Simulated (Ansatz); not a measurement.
Base system: Au in the fcc (Cu type) structure (space group Fm-3m, No. 225; a = 4.083 Å).

Calculations: PBEsol, PAW, 420 eV (Ansatz, a quantum-chemistry and plane-wave program; no spin-orbit coupling), earlier PAW set.

For the base:

| Item | Value |
|---|---|
| Volume per atom | 17.02 Å³ |

Modification: P takes the place of Au on all its sites, then cell and atoms are relaxed.

Tabulated Pauling electronegativity and covalent radius: Au 2.54, 1.36 Å; P 2.19, 1.07 Å.

### Question
Predict the new volume per atom.

### Answer
The volume per atom drops by 3.04 Å³ to 13.98 Å³.

No phonon test of stability was made. As relaxed here, P is a hypothetical phase, not in the database extracts checked.
